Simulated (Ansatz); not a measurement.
The starting structures come from a database of crystals and need not be the phases stable at ambient conditions.

By LDA, the system below comes out a metal.

The ballistic (Sharvin) conductance counts the channels at the Fermi level: G/A = (e²/h) × channels of both spins per area.

Data:

```
CELL_PARAMETERS angstrom
      3.74268     0.00000     0.00000
      0.00000     3.74268     0.00000
      1.87134    -1.87134     1.87134
ATOMIC_POSITIONS crystal
  Sb 0.00000 0.00000 0.00000
```

Space group of this cell: Im-3m, bcc (W type). The cell is taken as given; by LDA its mean pressure is -1.9 GPa.

The current flows along the normal of the first two printed cell vectors, the (001) plane of the conventional cell. No spin-orbit coupling; the value is a mean over 0.1 eV about the Fermi level.

**Question.** Compute, with LDA (Ansatz, a quantum-chemistry and plane-wave program), the ballistic conductance per area.

**Answer.** 1.4 × 10¹⁵ S/m² for both spins.
